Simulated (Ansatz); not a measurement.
CaC2 (C2/m, No. 12; cell taken from a computed entry) was calculated with r²SCAN-D4 (plane waves, PAW; Ansatz, a quantum-chemistry and plane-wave program).

Numerical settings: plane-wave cutoff 500 eV, 12×12×6 k mesh (along the axes of the cell as run), gaussian smearing 0.02 eV, scalar-relativistic PAW data made under PBE.

Computed at the level's own relaxed cell.

Estimate the volume per atom and band gap that the calculation returns.


* **volume per atom**: 16.01 Å³/atom
* **band gap**: 2.60 eV (on the SCF k mesh)

Note: the relaxation could not lower the start's symmetry, so the cell can be a saddle point above a distorted one.

Computed values are for the static lattice.
